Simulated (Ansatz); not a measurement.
CaNi5: pressure series

Start from CaNi5 (space group P6/mmm, No. 191; a = 4.8463 Å, c = 3.8772 Å; ferromagnetic; a cell from a computed database, its experimental status unchecked).

Cell and atoms are relaxed at each pressure.

Computed with Ansatz (an electronic-structure program), PBEsol, PAW, cutoff 420 eV, no SOC.

| pressure (GPa) | volume per atom (Å³/atom) |
|---|---|
| 0 | 13.144 |
| 0.3 | 13.116 |
| 0.7 | 13.079 |
| 1.5 | 13.007 |
| 3 | ? |
| 5 | 12.708 |

Fit the third-order Birch–Murnaghan form P(V) = (3B₀/2)[(V₀/V)^(7/3) − (V₀/V)^(5/3)]·[1 + (3/4)(B₀′ − 4)((V₀/V)^(2/3) − 1)] (squares taken in P) to the rows shown and predict the withheld row.

Least squares on the printed values gives V₀ = 13.144 Å³/atom, B₀ = 141 GPa, B₀′ = 3.0; this predicts 12.875 Å³/atom, and the run gives 12.877 Å³/atom, 0.002 higher.

Other magnetic orders, which the real material may have, were not ruled out. Load acts through the strain it causes; cell and atoms are relaxed under it. No phonon test of stability was made. No other phases were tried under pressure.
